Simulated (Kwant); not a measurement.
Model system: wire with one Gaussian impurity in a InAs two-dimensional gas. Effective mass 0.023 mₑ, grid spacing 6.2 nm, hard walls, nominal width 150 nm (25 grid rows, so walls 161.2 nm apart), one parabolic valley, scattering region 450 nm long along x; energies count from the band bottom; Fermi energy swept from 0.0005813 to 0.012353 eV. Impurity U exp(−r²/2σ²), U = 0.016 eV, σ = 6.9 nm, 0 nm off the axis.

The device is made up for the run: typed textbook-type constants, with dimensions and the other settings drawn at random.

Computed with Kwant: effective-mass tight-binding model on a square grid, one spin, coherent transport at 0 K. Conductance is in e²/h.

Sweep values stay those of the base run.

Base results: G (e²/h) at E = 9.385 meV 2.85; G (e²/h) at E = 3.450 meV 1.93; G (e²/h) at E = 6.417 meV 2.53; mean G (e²/h) over the sweep 2.40.

Q: What follows from this one change: effective mass 0.023 → 0.018 mₑ?

A: G at E = 9.385 meV little changed (2.79 e²/h); G at E = 3.450 meV little changed (1.92 e²/h); G at E = 6.417 meV 2.53 → 1.98 e²/h; mean G over the sweep 2.40 → 2.02 e²/h.

Q: What follows from this one change: impurity strength 0.016 → 0.032 eV?

A: G at E = 9.385 meV 2.85 → 2.59 e²/h; G at E = 3.450 meV 1.93 → 1.84 e²/h; G at E = 6.417 meV 2.53 → 2.21 e²/h; mean G over the sweep 2.40 → 2.19 e²/h.
